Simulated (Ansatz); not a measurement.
The reference is HgI₂ (space group P6_3/mmc, No. 194; a = 4.155 Å, c = 14.393 Å; a hypothetical phase, not in the database extracts checked).

Level of theory: r2SCAN+rVV10 (Ansatz, a first-principles code; PAW; 500 eV plane waves; without spin-orbit coupling).

Carriers are added at fixed cell with a uniform background; the Fermi–Dirac width is that of 300 K.

One change was made to it. Results:

```tsv
quantity	base	after
gap character	indirect, K–Γ (38 % along) → M	indirect, K–Γ (38 % along) → M
gap between the host's bands	0.66 eV	0.76 eV
Fermi level relative to the doped band's edge (positive inside the band; to 0.05 eV)	–	+0.10 eV
```

Q: Name the change that was made.
(A) holes 2.0×10^21 cm⁻³
(B) holes 3.0×10^21 cm⁻³
(C) holes 5.0×10^21 cm⁻³

A: A, holes 2.0×10^21 cm⁻³. For comparison, the gap between the host's bands in the other runs: holes 5.0×10^21 cm⁻³ gives 0.89 eV; holes 3.0×10^21 cm⁻³ gives 0.80 eV.

Charged cell with a jellium background: band edges are those of the host's band count, energies are not comparable with the neutral cell, and many-body gap narrowing is missing. With Hg and I present, leaving out spin-orbit coupling can change the band edges. Stability against distortions was not tested.
